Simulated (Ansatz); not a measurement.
BAs: energy against volume

BAs (zinc blende, F-43m, 13.904 Å³/atom and stress up to 0.01 GPa in the relaxed cell, cube axes along x, y and z) under hydrostatic pressure, with the cell free. PBE in Ansatz, a plane-wave DFT program (PAW, default set), 420 eV, 12×12×12 Γ-centred mesh, Fermi-Dirac smearing 0.05 eV; ions are relaxed, or left where forces stay under 0.02 eV/Å, within the symmetry of each cell.

Here V stands for volume and E for E less E0.

```
volume (Å³/atom)  E less E0 (meV/atom)  pressure (GPa)
----------------  --------------------  --------------
14.1238                           1.38           -1.99
14.0115                           0.34           -0.99
13.9042                           0.00            0.00
13.8111                           0.27            0.90
13.6912                           1.38            2.10
13.4657                           6.00            4.50
13.0900                              ?               ?
```

Q: Fit E against V with the third-order Birch-Murnaghan form, a cubic in V^(-2/3), and predict the withheld value at V = 13.0900.

A: With u = V^(-2/3) - 0.1735, the rows have u = -0.0023544, -0.0014412, -0.0005571, 0.0002192, 0.0012319, 0.0031773. Least squares gives E = 0.140 + 479.6·u + 428392·u² + 364375·u³. Residuals (row less fit): -0.001, 0.002, -0.006, 0.004, -0.002, 0.000; standard error 0.005 (degrees of freedom: 2). Its minimum lies at u = -0.0005602, so V0 = (0.1729398)^(-3/2) = 13.90. There d²E/du² = 855600 and d³E/du³ = 2186000, so B0 = (4/9) × 13.90^(-7/3) × 855600 × 0.160218 = 131 GPa (the last factor turns the table's units into GPa), and B0' = 4 + (2/3) × 0.1729398 × (2186000)/855600 = 4.3. B0' rests on the cubic coefficient alone and has a standard error of 0.5 from these residuals. At the withheld row, u = 0.0065419, so E = 0.140 + 479.6 × 0.0065419 + 428392 × 0.0065419² + 364375 × 0.0065419³ = 21.713 meV/atom. The calculation gives 21.69 meV/atom, 0.023 meV/atom below the prediction (0.1 % of the range of E in the table). The row lies outside the fitted rows, so this is an extrapolation. The scatter of the fitted rows lies at the last printed digit.

Other structures, which can take over under pressure, weren't tried. The same form fitted to the pressure column gives B0' = 4.1; series where the two differ by over 0.4 aren't shown. Rows are the converged runs of the series near zero and its far end, less any whose ions stayed unrelaxed beside relaxed ones; series whose fitted rows scatter by over a few per cent of the range, as at a crossing or softening among them, aren't shown in this form.
